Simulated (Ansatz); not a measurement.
# A self-consistent single point of Be (P6_3/mmc, 4 atoms in the cell) with Ansatz

Computed with PBE (plane waves, PAW; Ansatz, an electronic-structure program).

Input:

Ansatz 0.2 input:
```yaml
# Be
crystal:
  lattice:
    - [2.319728, 0.000000, 0.000000]
    - [-1.159864, 2.008943, 0.000000]
    - [0.000000, 0.000000, 7.463740]
  atoms:
    - { symbol: Be, position: [0.000000, 0.000000, 0.000000] }
    - { symbol: Be, position: [0.000000, 0.000000, 0.500000] }
    - { symbol: Be, position: [0.333333, 0.666667, 0.250000] }
    - { symbol: Be, position: [0.666667, 0.333333, 0.750000] }
kpoints:
  mp_grid: { grid: [16, 16, 5] }
hamiltonian:
  xc: pbe
  pseudopotentials: { kind: paw }
scf:
  occupations: { method: gaussian, width: 0.136 eV }
output:
  forces: true
  eigenvalues: true
  stress: true
```

Output, abridged:

```
WARN the atoms were moved onto the symmetric positions of the space group found under crystal.symmetry.tolerance 1.0e-5 (fractional …
WARN basis.ecutwfc = 420 eV, the default
WARN ansatz: RAYON_NUM_THREADS=1 ignored (pool sized by the plan → 1); use --threads N
Pseudopotentials: kind: paw
Pseudopotential: Be, paw, valence charge 2
Crystal: 4 atoms, lattice volume = 34.783 Å³
Basis set: ecut = 420 eV, 661 PW (Γ), exchange–correlation on 32×32×100 points (8 copies of the dense FFT grid, shifted against one another)
Bands: 8, of which v1, the nominal top of the filled ones, is band 4 counted from 1 (3 counted from 0)
Symmetry: 24 space group operations
Space group: P63/mmc (ITA 194), of the structure as read, at distance tolerance 3.3e-5 Å
k-points: 90 of 1280
Initial density: superposition of atomic densities (neutral atoms: chi_scale 0, normalization atom), corrected by the library's trained network
Initial wavefunctions: pseudopotential atomic-orbital guess
Eigensolver: davidson
Functional: x = pbe(κ = 0.804, μ = 0.2195149727645171), c = pbe(β = 0.06672455060314922)
SCF iter   1: F=—  HF=-370.826432 eV  |F-HF|=—  |Δ(HF+E_count)|=         —  Δρ=1.66e-3  dr2=1.16e-3  ethr=1.77e-3  ⟨swp⟩=5.3  Hψ=5250  notcnv=0
all-band conjugate gradients solve this SCF's bands
preconditioner: auto → none
SCF iter   2: F=—  HF=-370.826224 eV  |F-HF|=—  |Δ(HF+E_count)|=   2.08e-4  Δρ=1.01e-3  dr2=4.07e-4  ethr=1.45e-5  ⟨swp⟩=1.1  Hψ=1456  notcnv=0
SCF iter   3: F=—  HF=-370.826122 eV  |F-HF|=—  |Δ(HF+E_count)|=   1.02e-4  Δρ=5.18e-5  dr2=1.61e-6  ethr=5.08e-6  ⟨swp⟩=1.9  Hψ=955  notcnv=0
SCF iter   4: F=—  HF=-370.826139 eV  |F-HF|=—  |Δ(HF+E_count)|=   1.70e-5  Δρ=1.51e-5  dr2=1.93e-7  ethr=2.02e-8  ⟨swp⟩=2.1  Hψ=1012  notcnv=0
iter 5 did not close the SCF: its close was put off for the readings that it lacked (scf_convergence_deferred on its scf_iter line)
SCF iter   5: F=-370.826139 eV  HF=-370.826139 eV  |F-HF|=6.22e-9  |Δ(HF+E_count)|=   9.83e-8  Δρ=2.89e-6  dr2=6.69e-9  ethr=2.42e-9  ⟨swp⟩=2.1  Hψ=977  notcnv=0
SCF iter   6: F=-370.826139 eV  HF=-370.826139 eV  |F-HF|=5.25e-11  |Δ(HF+E_count)|=   3.23e-9  Δρ=2.85e-7  dr2=6.07e-11  ethr=8.36e-11  ⟨swp⟩=1.6  Hψ=2169  notcnv=0
SCF 1 converged in 6 iterations: F = -370.826139 eV  dr2 = 6.07e-11
SCF converged after 6 iterations
Free energy (F): -370.826139 eV
Harris-Foulkes:  -370.826139 eV  (|F-HF|=5.25e-11)
Internal energy: -370.824176 eV  (E = F + TS)
E sigma→0 (E₀):  -370.825158 eV
Entropy (-TS):   -0.001962 eV (-0.491 meV/atom)
Fermi energy:    7.373937 eV
--- Per-component energies (eV) ---
  E_band       = 20.038714
  E_kinetic    = 79.431325
  E_local      = 9.887741  (includes V_loc(G=0)·N_el)
  E_nonlocal   = 16.837384
  E_hartree    = 0.113763
  E_xc         = -77.360330
  E_vxc        = -80.939430  (∫ρ·V_xc dr)
  E_paw        = -237.941817  (= ΣΔE_a)
  E_vpaw       = -5.405827  (= ΣTr[D̂ρ^β])
  E_aug_tail   = -0.000003  (compensation charges beyond the density's cutoff)
  E_ewald      = -161.792239
  E_smearing   = -0.001962  (= −TS)
  E_closure    = 0.000000  (closes the sum)
  Σ components = -370.826139   (vs F -370.826139, Δ=0.00e0)
--- Forces (eV/Å), atoms counted from 1 ---
  atom   1  Be     0.00000000     0.00000000     0.00000000
   [... zero for the other atoms too ...]
  max |Σ_I F_I| component: 1.11e-16 eV/Å
--- Stress (GPa, compression-positive) ---
       -8.624635       0.000000       0.000000
        0.000000      -8.624635       0.000000
        0.000000       0.000000     -13.075451
  P = ⅓ Tr σ = -10.1082 GPa (-101.082 kbar)
  The stress holds the Pulay correction. Without it, at fixed plane waves, as pw.x and ABINIT print it: P = -10.1489 GPa
--- Band table (eV; the first three rows and the last of 90) ---
  k-point 0: bands = ["-3.5595", "-1.5446", "-1.5215", "2.9755", "7.7260", "16.6228", "16.6233", "22.5926"]
  k-point 1: bands = ["-3.4782", "-2.2601", "-0.6542", "2.4803", "8.4032", "14.2085", "19.1324", "22.6483"]
  k-point 2: bands = ["-3.2343", "-2.8280", "0.3582", "1.4546", "9.9721", "11.9643", "21.6182", "22.8104"]
  k-point 89: bands = ["4.8399", "5.0978", "6.5820", "6.6736", "7.0048", "7.3770", "9.6729", "9.7349"]
```

The run converged in 6 iterations.

The starting cell was generated: these elements placed on a structure prototype, without a prior relaxation; it need not be a known phase or ordering of this composition. Its lattice was rescaled by a random factor within 2.5 % of one. With a pressure of about -10 GPa the cell is away from its equilibrium volume at this level. Ansatz's pressure includes its estimate of the finite-basis (Pulay) stress.
